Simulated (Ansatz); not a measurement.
Adsorption energy and surface dipole of F on the 1x1 (0001) surface of corundum (cut with top plane Al), one in a 1x1 cell, started at the site 'top O', worked from the runs' numbers; total energies count from the potentials' own zero.

Host crystal: corundum, with a band gap (PBE, scalar-relativistic without spin-orbit coupling).

Computed with PBE (plane waves to 420 eV, PAW; Ansatz, an electronic-structure program).

Set-up: 21 atoms, 6.7 Å thick at the start under the adsorbate (thin: gaps and levels are the slab's own); mesh 6x6x1; 0.01 eV smearing; dipole correction on; 9 atoms held, the rest relaxed; no symmetry held; spin-polarised, ending with about 1.0 μB a cell, a value that depends on the mesh; orders that need a larger cell were not tried, no spin-orbit, no U, no dispersion correction. The slab shows no gap over 0.04 eV on its mesh. It is one chosen start, not shown to be the lowest state of the adsorbate.

| quantity | value |
|---|---|
| slab with the adsorbate | -11943.230 eV |
| clean slab, same cell and mesh | -11135.399 eV |
| reference, ½ F2(g) | -805.593 eV |
| area of the cell | 20.03 Å² |
| change of the step from the bottom to the top vacuum level | 3.696 eV |

### Question
What is the adsorption energy against this reference?

### Answer
E(slab + adsorbate) − E(slab) − E(reference) = -2.24 eV, so in this state the adsorbate is more stable than in the reference, at a coverage of 4.99 a nm².

### Question
What dipole does adsorption add to the slab along the outward normal (Helmholtz relation, ε₀ = 0.005526 e/(V·Å))?

### Answer
p = −ε₀·A·ΔV = -0.409 e·Å = -1.96 D; its negative end points to the vacuum, which raises the vacuum level.
